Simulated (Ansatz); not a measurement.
## MoPt2 (Immm, No. 71)

Computed with r²SCAN+rVV10 (Ansatz, an electronic-structure program, plane waves, PAW).

Settings: plane-wave cutoff 560 eV, 24×24×24 k mesh, Fermi–Dirac smearing 0.05 eV, no spin polarisation, scalar-relativistic PAW data made under PBE.

Cell: relaxed at this level.

```json
{
  "volume_per_atom": "14.97 Å³/atom",
  "bulk modulus B0": "304 GPa",
  "band_gap": "zero (no gap)",
  "pressure derivative B′ of the bulk modulus": "5.0"
}
```

Note: the relaxation could not lower the start's symmetry, so the cell can be a saddle point above a distorted one; the bulk modulus comes from volumes at which shape and atoms were relaxed.

Spin–orbit coupling is not included.

Computed values are for the static lattice.

Computing time: very roughly 70 core-minutes.
